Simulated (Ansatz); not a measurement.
Data:

End structure of the (100) surface of fcc Rh, clean 1x1 (bottom of the slab: a bare face, its two planes held):

```yaml
crystal:
  lattice:
    - [2.70822, 0.00000, 0.00000]
    - [0.00000, 2.70822, 0.00000]
    - [0.00000, 0.00000, 26.00000]
  atoms:
    - { symbol: Rh, position: [0.50000, 0.50000, 0.31587] }
    - { symbol: Rh, position: [0.00000, 0.00000, 0.38952] }
    - { symbol: Rh, position: [0.50000, 0.50000, 0.46265] }
    - { symbol: Rh, position: [0.00000, 0.00000, 0.53701] }
    - { symbol: Rh, position: [0.50000, 0.50000, 0.61078] }
    - { symbol: Rh, position: [0.00000, 0.00000, 0.68133] }
```

Set-up: 6 atoms, 9.6 Å thick at the start (thin: gaps and levels are the slab's own); mesh 14x14x1; 0.1 eV smearing; dipole correction on; 2 atoms held, the rest relaxed; start symmetry kept, larger cells not searched; no spin, no spin-orbit, no U.

Q: What work function of the top face does PBE run with Ansatz (a program for electronic structure) give?

A: 5.06 eV
